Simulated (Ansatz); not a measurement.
Take FePt (space group P4/mmm, No. 123; ferromagnetic; relaxed with 0.1 eV smearing) as the base.

```xyz
2
Lattice="2.7313 0.0000 0.0000 0.0000 2.7313 0.0000 0.0000 0.0000 3.7630" Properties=species:S:1:pos:R:3 pbc="T T T"
Fe     1.3656     1.3656     1.8815
Pt     0.0000     0.0000     0.0000
```

Cartesian axes are those of the cell as printed.

Level of theory: Kohn–Sham DFT with the PBE functional, run in Ansatz (an electronic-structure program) with PAW and 420 eV plane waves, scalar-relativistic without spin-orbit coupling.

Strains are applied to the cell and any free atomic positions relax; under biaxial strain the out-of-plane vector relaxes too.

One change was made to it. Results:

```tsv
quantity	base	after
volume per atom	14.04 Å³	14.25 Å³
magnetic state	ferromagnetic	ferromagnetic
```

Problem. Name the change that was made.
A) biaxial strain +1.63 %, plane normal [001], relaxed out of plane
B) isotropic strain +1.18 %
C) biaxial strain +3.12 %, plane normal [001], relaxed out of plane

Solution. A, biaxial strain +1.63 %, plane normal [001], relaxed out of plane. For comparison, the volume per atom in the other runs: biaxial strain +3.12 %, plane normal [001], relaxed out of plane gives 14.43 Å³; isotropic strain +1.18 % gives 14.54 Å³.

The magnetic state is the one reached from the starting moments; the real material's order can differ, and small cells can't hold many antiferromagnetic ones. Stability against distortions was not tested.
